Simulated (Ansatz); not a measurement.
Functionals compared on F on the 1x1 (100) surface of monoclinic ZrO2 (cut with top plane 2 O), one in a 1x1 cell, started at the site 'bridge O-O (span 5.2 Å)', in Ansatz (plane waves, PAW). The structure was relaxed with PBE; the other rows are single points on it, each with its references at the same level. Cutoff 420 eV (500 eV for r2SCAN). The points keep PBE's geometry, so the relaxation of a polaron and the settling of charge on one site are left out.

Host crystal: monoclinic ZrO2, with a band gap (PBE, scalar-relativistic without spin-orbit coupling).

Set-up: 25 atoms, 9.4 Å thick at the start under the adsorbate (thin: gaps and levels are the slab's own); mesh 4x4x1; 0.01 eV smearing; dipole correction on; 12 atoms held, the rest relaxed; no symmetry held; spin-polarised, ending with about 1.0 μB a cell, a value that depends on the mesh; orders that need a larger cell were not tried, no spin-orbit, no U, no dispersion correction. The slab shows no gap over 0.04 eV on its mesh. At the end it is bonded to Zr. In PBE it is, or lies within 0.03 eV of, the lowest of the starts that converged. These notes are the PBE run's. r2SCAN: The program's check for a lower electronic state was not made. Adsorption energies are against ½ F2(g). A negative adsorption energy means that the adsorbate is more stable on the surface than in its reference.

```csv
functional,adsorption energy (eV),work function of the top face (eV),rough cost of the single point
PBE,-1.62,8.77,–
RPBE,-1.55,8.63,about 11 core-minutes (a rough figure)
r2SCAN,…,…,about 23 core-minutes (a rough figure)
```

Fill in the missing entries.


- r2SCAN, adsorption energy (eV): -1.76
- r2SCAN, work function of the top face (eV): 8.88

Ansatz is a quantum-chemistry and plane-wave program.
